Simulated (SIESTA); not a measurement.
A self-consistent single point of HgS (F-43m, 2 atoms in the cell) with SIESTA.

Level of theory: GGA PBEsol, numerical atomic orbitals DZP, PseudoDojo PBEsol standard norm-conserving potentials (rewritten from UPF to PSML) (SIESTA).

```yaml
crystal:
  lattice:
    - [0.00000, 2.96580, 2.96580]
    - [2.96580, 0.00000, 2.96580]
    - [2.96580, 2.96580, 0.00000]
  atoms:
    - { symbol: Hg, position: [0.00000, 0.00000, 0.00000] }
    - { symbol: S, position: [0.25000, 0.25000, 0.25000] }
```

Reference input (self-consistent single point, DFT, GGA PBE, numerical atomic orbitals DZP, PseudoDojo PBE standard norm-conserving potentials (rewritten from UPF to PSML)): XC.functional = GGA; XC.authors = PBE; potentials = PseudoDojo PBE standard; PAO.BasisSize = DZP; PAO.EnergyShift = 0.005 Ry; MeshCutoff = 350 Ry; kgrid.MonkhorstPack = 8 8 8; OccupationFunction = FD; ElectronicTemperature = 100 meV; MaxSCFIterations = 150; SCF.Mixer.Method = Broyden; SCF.Mixer.Weight = 0.25. This run's input differs from it in these lines:

```diff
@@ -1,2 +1,2 @@
-# files in the folder: Hg.psml S.psml (PseudoDojo PBE standard)
+# files in the folder: Hg.psml S.psml (PseudoDojo PBEsol standard)
 SystemName  HgS
@@ -23,3 +23,3 @@
 XC.functional                GGA
-XC.authors                   PBE
+XC.authors                   PBEsol
 PAO.BasisSize                DZP
```

Output (repeated stretches shortened):

```
        iscf     Eharris(eV)        E_KS(eV)     FreeEng(eV)     dDmax    Ef(eV) dHmax(eV)
   scf:    1    -4781.838206    -4808.642174    -4808.657749  1.086340 -0.429016 32.015558
   scf:    2    -4841.606870    -4829.127254    -4829.128967  0.841439 -2.270206  9.025868
   scf:    3    -4831.033412    -4830.343514    -4830.345265  0.327267 -2.619161  2.057499
   scf:    4    -4830.130168    -4830.302762    -4830.304545  0.181962 -3.133928  2.369040
   scf:    5    -4830.444135    -4830.390208    -4830.391973  0.090672 -3.030391  0.403655
   [... 6 lines left out ...]
   scf:   12    -4830.393679    -4830.393679    -4830.395445  0.000027 -3.028991  0.000116
   scf:   13    -4830.393679    -4830.393679    -4830.395445  0.000027 -3.029016  0.000093
   scf:   14    -4830.393679    -4830.393679    -4830.395445  0.000016 -3.029031  0.000074
   scf:   15    -4830.393679    -4830.393679    -4830.395445  0.000010 -3.029040  0.000054
SCF Convergence by DM+H criterion
max |DM_out - DM_in|         :     0.0000096096
max |H_out - H_in|      (eV) :     0.0000542331
SCF cycle converged after 15 iterations

Using DM_out to compute the final energy and forces

siesta: E_KS(eV) =            -4830.3937

siesta: E_KS - E_eggbox =     -4830.3937

siesta: Atomic forces (eV/Ang):
     1    0.000008    0.000008    0.000008
     2   -0.000008   -0.000008   -0.000008
   Tot   -0.000000   -0.000000   -0.000000
   Max    0.000008
   Res    0.000008    sqrt( Sum f_i^2 / 3N )
   Max    0.000008    constrained

Stress tensor Voigt[x,y,z,yz,xz,xy] (kbar):       21.75       21.75       21.75       -0.02       -0.02       -0.02
(Free)E + p*V (eV/cell)    -4831.1037
Target enthalpy (eV/cell)    -4830.3954

siesta: Program's energy decomposition (eV):
siesta: FreeEng =     -4830.395445

   [... lines left out ...]
siesta:     0.013575   -0.000012   -0.000012
siesta:    -0.000012    0.013575   -0.000012
siesta:    -0.000012   -0.000012    0.013575

siesta: Cell volume =         52.174385 Ang**3

siesta: Pressure (static):
siesta:                Solid            Molecule  Units
siesta:          -0.00014785         -0.00014784  Ry/Bohr**3
siesta:          -0.01357451         -0.01357428  eV/Ang**3
siesta:         -21.74877036        -21.74838944  kBar
```

The run converged in 15 iterations. Against the reference run the pressure goes from 1.16 to -2.17 GPa.

The starting cell comes from a database of computed structures (which also holds hypothetical and non-ambient phases and stackings), without a prior relaxation at this level. Its lattice was rescaled by a random factor within 2.5 % of one. Values carry the incompleteness of an atom-centred basis. The run gives no clean gap (levels at the Fermi energy touch, overlap or are partly filled at this smearing), which alone does not show that the compound is a metal.
